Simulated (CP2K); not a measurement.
CP2K run on CrBW (Fmmm, 6 atoms in the cell): self-consistent single point.

Level of theory: PBEsol, GPW, DZVP-MOLOPT-SR-GTH basis, GTH-PBE potentials (GTH_POTENTIALS) run with CP2K 2026.2.

```
CrBW
1.0
    5.40024     0.00000     0.00000
    2.73719     3.54163     0.00000
    2.66306    -0.57471     3.49469
Cr B W
2 2 2
Direct
  0.32893   0.67107   0.32893
  0.67107   0.32893   0.67107
  0.75000   0.75000   0.75000
  0.25000   0.25000   0.25000
  0.16570   0.16570   0.83430
  0.83430   0.83430   0.16570
```

Reference input (self-consistent single point, DFT LDA (Pade form), GPW, DZVP-MOLOPT-SR-GTH basis, GTH-PADE potentials (GTH_POTENTIALS)): CUTOFF = 600 Ry; REL_CUTOFF = 40 Ry; SMEAR/METHOD = FERMI_DIRAC; ELECTRONIC_TEMPERATURE = 1160.45 K; KPOINTS/SCHEME = MONKHORST-PACK 6 6 6; GAMMA_CENTERED = T; XC_FUNCTIONAL = PADE; Cr/BASIS_SET = DZVP-MOLOPT-SR-GTH-q14; Cr/POTENTIAL = GTH-PADE-q14; B/BASIS_SET = DZVP-MOLOPT-SR-GTH-q3; B/POTENTIAL = GTH-PADE-q3; W/BASIS_SET = DZVP-MOLOPT-SR-GTH-q14. This run's input differs from it in these lines:

```diff
@@ -44,3 +44,6 @@
     &XC
-      &XC_FUNCTIONAL PADE
+      &XC_FUNCTIONAL
+        &PBE
+          PARAMETRIZATION PBESOL
+        &END PBE
       &END XC_FUNCTIONAL
@@ -80,3 +83,3 @@
       BASIS_SET DZVP-MOLOPT-SR-GTH-q14
-      POTENTIAL GTH-PADE-q14
+      POTENTIAL GTH-PBE-q14
     &END KIND
@@ -84,3 +87,3 @@
       BASIS_SET DZVP-MOLOPT-SR-GTH-q3
-      POTENTIAL GTH-PADE-q3
+      POTENTIAL GTH-PBE-q3
     &END KIND
@@ -88,3 +91,3 @@
       BASIS_SET DZVP-MOLOPT-SR-GTH-q14
-      POTENTIAL GTH-PADE-q14
+      POTENTIAL GTH-PBE-q14
     &END KIND
```

Output, abridged:

```
 SCF WAVEFUNCTION OPTIMIZATION

  Step     Update method      Time    Convergence         Total energy    Change
     1 NoMix/Diag. 0.20E+00      -     1.13636918      -317.4367919512 -3.17E+02
     2 Broy./Diag. 0.20E+00      -     0.30331325      -329.1912235727 -1.18E+01
     3 Broy./Diag. 0.20E+00      -     0.21434749      -321.3723458849  7.82E+00
     4 Broy./Diag. 0.20E+00      -     0.12209713      -316.0349908398  5.34E+00
     5 Broy./Diag. 0.20E+00      -     0.08623426      -318.0000697642 -1.97E+00
     6 Broy./Diag. 0.20E+00      -     0.00546143      -315.3762851405  2.62E+00
   [... 7 lines left out ...]
    14 Broy./Diag. 0.20E+00      -     0.00000604      -315.5060438936 -6.14E-04
    15 Broy./Diag. 0.20E+00      -     0.00000276      -315.5061171675 -7.33E-05
    16 Broy./Diag. 0.20E+00      -     0.00000278      -315.5061655666 -4.84E-05
    17 Broy./Diag. 0.20E+00      -     0.00000035      -315.5061782424 -1.27E-05
  *** SCF run converged in    17 steps ***

  Overlap energy of the core charge distribution:               0.00000003077835
  Self energy of the core charge distribution:               -515.76679649380549
  Core Hamiltonian energy:                                    128.32362225733587
  Hartree energy:                                             109.20896964519707
  Exchange-correlation energy:                                -37.26605284424802
  Electronic entropic energy:                                  -0.00592083525043
  Fermi energy:                                                 0.53794234218733

  Total energy:                                              -315.50617824238935
  Total energy (extrapolated to T->0):                       -315.50321782476414

                     Mulliken Population Analysis

   [... lines left out ...]

 STRESS| Analytical stress tensor [bar]
 STRESS|                        x                   y                   z
 STRESS|      x       -8.58457638558E+04  -1.94805172818E+03   1.64206478180E+03
 STRESS|      y       -1.94805172818E+03  -8.80263387030E+04  -2.67076799546E+03
 STRESS|      z        1.64206478180E+03  -2.67076799546E+03  -8.89028544396E+04
 STRESS| 1/3 Trace                                            -8.75916523328E+04
```

The run converged in 17 iterations. Against the reference run the pressure goes from -31.87 to -8.76 GPa and the largest force goes from 0.566 to 0.259 eV/Å.

The starting cell comes from a database of computed structures (which also holds hypothetical and non-ambient phases and stackings), without a prior relaxation at this level. Spin polarisation is off. Values carry the incompleteness of an atom-centred basis. The potentials were made for another functional than the one used. With a pressure of about -9 GPa the cell is away from its equilibrium volume at this level.

Cost on one core of a shared machine: roughly 2 min.
